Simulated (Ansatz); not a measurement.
The starting structures come from a database of crystals and need not be the phases stable at ambient conditions.

 Where the default PAW files enter, the runs use the earlier of Ansatz's two default sets.

By PBEsol, the system below comes out a metal.

The ballistic (Sharvin) conductance counts the channels at the Fermi level: G/A = (e²/h) × channels of both spins per area.

```
Ti
1.0
    4.50654     0.00000     0.00000
   -2.25327     3.90278     0.00000
    2.25327     1.30093     0.91989
Ti
1
Direct
  0.00000   0.00000   0.00000
```

Space group of this cell: Im-3m, bcc (W type). The cell is strained (all lengths scaled by 0.98); by PBEsol its mean pressure is 2.6 GPa.

The current flows along the normal of the first two printed cell vectors, the (111) plane of the conventional cell. No spin-orbit coupling; the value is a mean over 0.1 eV about the Fermi level.

Task: Estimate the ballistic conductance per area that PBEsol (Ansatz, an electronic-structure program) returns for this system.

Result: 1.6 × 10¹⁵ S/m² for both spins.
